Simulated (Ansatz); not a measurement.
# Ga2O3 under a change: pressure −2 GPa

The parent structure is Ga2O3 in the corundum structure (space group R-3c, No. 167; a = 4.950 Å, c = 13.306 Å (hexagonal axes)).

One thing is altered: hydrostatic tension (pressure −2 GPa).

Computed with LDA/PAW in Ansatz (a quantum-chemistry and plane-wave program), no spin-orbit coupling. Settings: 8×8×8 k-points, 0.05 eV Fermi–Dirac smearing.

Volume per atom: 9.49 Å³ (base 9.41 Å³)
Density: 6.56 g/cm³ (base 6.61 g/cm³)
Lattice parameter a: 9.378 bohr (base 9.354 bohr)
c/a ratio: 2.691 (base 2.688)
Shortest interatomic distance: 3.621 bohr (base 3.611 bohr)
Enthalpy H = E + PV relative to the base's energy: -0.12 eV/atom
Band gap: 2.95 eV (base 3.04 eV)
Gap character: indirect, Γ–S₀ (50 % along) → Γ (base indirect, Γ–S₀ (50 % along) → Γ)
Smallest direct gap: 3.21 eV (base 3.31 eV)
Electron mass: 0.24 mₑ (at Γ) (base 0.24 mₑ (at Γ))

Load acts through the strain it causes; cell and atoms are relaxed under it. Masses are band curvatures over ±0.01 Å⁻¹ around the edge. Stability against distortions was not tested.
